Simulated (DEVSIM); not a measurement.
Structure: abrupt GaAs p-n junction, at 300 K.

Layer 1 from the left is GaAs, thickness (μm) 0.200, Na (cm⁻³) 2.7e15, τn (s) 2.8e-9, τp (s) 2.8e-9. Layer 2 from the left is GaAs, thickness (μm) 0.310, Nd (cm⁻³) 1.7e15, τn (s) 2.8e-9, τp (s) 2.8e-9.

Left contact: ohmic. Right contact: ohmic. Voltage is applied to the left contact. Recombination: SRH at mid-gap, radiative. Mobility is constant in doping.

The device is made up for the run: typed textbook-type constants, with dimensions and the other settings drawn at random. Values at 300 K.

GaAs: gap (eV) 1.424, affinity (eV) 4.07, permittivity 12.9, Nc (cm⁻³) 4.7e17, Nv (cm⁻³) 9e18, μn (cm²/Vs) 8500, μp (cm²/Vs) 400, B (cm³/s) 2e-10.

Model (solved in DEVSIM): 1D drift-diffusion, Boltzmann statistics, complete ionisation; no tunnelling, impact ionisation, image-force lowering or self-heating.

What does the simulation give for the potential step across the device at zero bias, the dark forward voltage at 100 A/cm²?

potential step across the device at zero bias 1.069 V; dark forward voltage at 100 A/cm² 0.970 V.
